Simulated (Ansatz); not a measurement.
**Pressure series in Ir**

The parent structure is Ir in the fcc (Cu type) structure (space group Fm-3m, No. 225; a = 3.871 Å).

Cell and atoms are relaxed at each pressure.

Method: PBE/PAW in Ansatz (a first-principles code), without spin-orbit coupling.

Notes on the quantities. enthalpy: H = E + PV relative to the base's energy.

```tsv
case	enthalpy	lattice parameter a
base	–	7.315 bohr
pressure −2 GPa	-0.18 eV/atom	7.329 bohr
pressure −1 GPa	-0.09 eV/atom	7.322 bohr
pressure 0.9 GPa	+0.08 eV/atom	7.309 bohr
pressure 2.1 GPa	+0.19 eV/atom	7.300 bohr
pressure 4.5 GPa	+0.40 eV/atom	7.284 bohr
pressure 9 GPa	+0.80 eV/atom	7.256 bohr
pressure 15 GPa	+1.33 eV/atom	7.220 bohr
pressure 22.5 GPa	+1.98 eV/atom	7.179 bohr
pressure 30 GPa	+2.61 eV/atom	7.142 bohr
```

Load acts through the strain it causes; cell and atoms are relaxed under it. No phonon test of stability was made. No other phases were tried under pressure. All final runs are without spin polarisation.
